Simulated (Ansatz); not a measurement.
The parent structure is InAs in the zinc blende structure (space group F-43m, No. 216; a = 6.026 Å). Axes: x, y, z lie along the cube axes.

Calculations: LDA in Ansatz (plane waves to 420 eV, PAW, without spin-orbit coupling).

For the base:

```
Item                             Value
-----------------------------  -------
Shortest interatomic distance  2.609 Å
Pressure                       0.0 GPa
```

Now apply this change: biaxial strain −2.50 %, plane normal [111], relaxed out of plane (Cartesian); in-plane vectors clamped, the third vector and the atoms free.

Problem. How does this affect the energy relative to the base?

Solution. The energy goes up by 14 meV/atom.

Problem. Predict the new shortest interatomic distance.

Solution. The shortest interatomic distance shrinks by 0.0347 Å to 2.575 Å.

Problem. What does the calculation give for the pressure after the change?

Solution. The pressure (mean of the normal stresses, compression positive) goes from zero to 2.2 GPa.

No phonon test of stability was made. All final runs are without spin polarisation.

Ansatz is a first-principles code.
